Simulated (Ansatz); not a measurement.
The reference is MgTe in the wurtzite structure (space group P6_3mc, No. 186).

```xyz
4
Lattice="4.5089 0.0000 0.0000 -2.2544 3.9048 0.0000 0.0000 0.0000 7.3377" Properties=species:S:1:pos:R:3 pbc="T T T"
Mg     0.0000     2.6032     7.3360
Mg     2.2544     1.3016     3.6672
Te     0.0000     2.6032     2.7607
Te     2.2544     1.3016     6.4295
```

Cartesian axes are those of the cell as printed.

Computed with Kohn–Sham DFT with the LDA functional, run in Ansatz (a program for electronic structure) with PAW and 420 eV plane waves, no spin-orbit coupling.

Base values:

| Item | Value |
|---|---|
| Shortest interatomic distance | 2.757 Å |
| Pressure | 0.00 GPa |

One thing is altered: biaxial strain −1.80 %, plane normal [001], relaxed out of plane (Cartesian); in-plane vectors clamped, the third vector and the atoms free.

### Question
What does the calculation give for the ratio −ε⊥/ε∥, shortest interatomic distance and pressure after the change?

### Answer
The ratio −ε⊥/ε∥ is 0.92; the shortest interatomic distance shrinks by 0.021 Å, from 2.757 Å to 2.736 Å; the pressure (mean of the normal stresses, compression positive) goes from zero to 0.78 GPa.

Stability against distortions was not tested.
